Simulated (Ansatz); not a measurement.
# ZrTa (model structure, P4/mmm, No. 123, 2 atoms in the cell)

Method: r²SCAN (plane waves, PAW; Ansatz, an electronic-structure program).

Settings: plane-wave cutoff 560 eV, 18×18×14 k mesh (along the axes of the cell as run), Fermi–Dirac smearing 0.05 eV, scalar-relativistic PAW data made under PBE.

Cell (relaxed at this level):

```
TaZr
1.0
    2.91868     0.00000     0.00000
    0.00000     2.91868     0.00000
    0.00000     0.00000     4.80530
Ta Zr
1 1
Cartesian
  0.00000   0.00000   0.00000
  1.45934   1.45934   2.40265
```

```
Quantity             Result
------------  -------------
band gap      zero (no gap)
bulk modulus        132 GPa
```

Note: the bulk modulus is −V dP/dV from two relaxed cells at ±2 % in volume; the relaxation could raise the start's symmetry but not lower it, so the cell can be a saddle point.

Spin–orbit coupling is not included.

Static lattice: no zero-point or thermal effects.

A model structure was made by putting elements into a prototype or built by hand; it is no filed structure, need not be a known phase, and can be a saddle point held by its symmetry.
